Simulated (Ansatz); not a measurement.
Take SrO in the rock salt structure (space group Fm-3m, No. 225; a = 5.122 Å) as the base.

Level of theory: PBEsol in Ansatz (plane waves to 420 eV, PAW, no spin-orbit coupling).

Base values:

| Quantity | Result |
|---|---|
| Band gap | 3.20 eV |
| Electron mass | 1.2 mₑ along k, 0.39 mₑ across (at X) |

One thing is altered: every lattice vector is stretched by 1.63 %, atoms relaxed at fixed cell.

Question: Predict the new band gap and electron mass.

Answer: The band gap increases by 0.028 eV, from 3.20 eV to 3.22 eV; the electron mass goes from 1.2 mₑ along k, 0.39 mₑ across (at X) to 1.2 mₑ along k, 0.40 mₑ across (at X).

The cells carry an imposed strain or load. Effective masses come from finite differences of ±0.01 Å⁻¹. Along k means along the line from Γ to the band edge. No phonon test of stability was made.

Ansatz is a first-principles code.
